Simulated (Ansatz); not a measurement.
The starting structures come from a database of crystals and need not be the phases stable at ambient conditions.

Inside the gap of an insulator the Bloch states are evanescent, with a wavenumber k + iκ along the transport direction.

```xyz
10
Lattice="5.6805 0.0000 0.0000 0.0000 6.9875 0.0000 0.0000 -2.4014 5.2720" Properties=species:S:1:pos:R:3 pbc="T T T"
Sr     4.2604     1.2497     0.5693
Sr     1.4201     3.3364     4.7027
Bi     1.4201    -0.2666     3.0615
Bi     4.2604     4.8527     2.2105
Cl     1.4201     2.8284     1.2884
Cl     4.2604     1.7577     3.9836
O      2.8403    -1.7661     3.8771
O      2.8403    -0.6354     1.3949
O      0.0000    -0.6354     1.3949
O      0.0000    -1.7661     3.8771
```

Space group of this cell: Cmcm. The cell is taken as given; by PBEsol its mean pressure is -3.5 GPa.

Transport runs along the normal of the first two printed cell vectors.

The gap is the functional's own. No spin-orbit coupling. Mid-gap values are interpolated on the energy grid.

Q: Estimate the band gap and the smallest decay constant κ at mid-gap that PBEsol (Ansatz, a quantum-chemistry and plane-wave program) returns for this system.

A: Gap 3.24 eV on a 6×6×6 mesh; κ = 0.364 1/Å, at (0.000, 0.500) of the in-plane reciprocal vectors. At the zone centre, at the nearest computed energy, the slowest state has κ = 0.41 1/Å.
